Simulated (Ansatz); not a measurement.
The starting structures come from a database of crystals and need not be the phases stable at ambient conditions.

Tunnelling through a barrier is set by its complex band structure: the current falls as exp(−2κd) with the smallest κ.

Here is the system:

```
CELL_PARAMETERS angstrom
      5.52301     0.00000     0.00000
      0.00000     9.39880     0.00000
      0.00000     3.10339     4.42008
ATOMIC_POSITIONS crystal
  Ti 0.33159 0.74925 0.00732
  Ti 0.83159 0.25075 0.99268
  Ti 0.33159 0.25075 0.50582
  Ti 0.83159 0.74925 0.49418
  Cd 0.30540 0.50000 0.76100
  Cd 0.80540 0.50000 0.23900
  Cd 0.88330 0.00000 0.75026
  Cd 0.38330 0.00000 0.24974
  O  0.15862 0.20476 0.84509
  O  0.65862 0.79524 0.15491
  O  0.15862 0.79524 0.25461
  O  0.65862 0.20476 0.74539
  O  0.56059 0.29751 0.14707
  O  0.06059 0.70249 0.85293
  O  0.56059 0.70249 0.74209
  O  0.06059 0.29751 0.25791
  O  0.88902 0.50000 0.66199
  O  0.38902 0.50000 0.33801
  O  0.83059 0.00000 0.33674
  O  0.33059 0.00000 0.66326
```

Space group of this cell: Pmc2_1. The cell is taken as given; by PBEsol its mean pressure is -8.1 GPa.

Transport runs along the normal of the first two printed cell vectors.

No gap correction and no spin-orbit coupling; mid-gap values are interpolated between computed energies.

### Question
State the band gap and the smallest decay constant κ at mid-gap according to PBEsol (Ansatz, a first-principles code).

### Answer
Gap 2.45 eV on a 6×8×8 mesh; κ = 0.269 1/Å, at the zone centre.
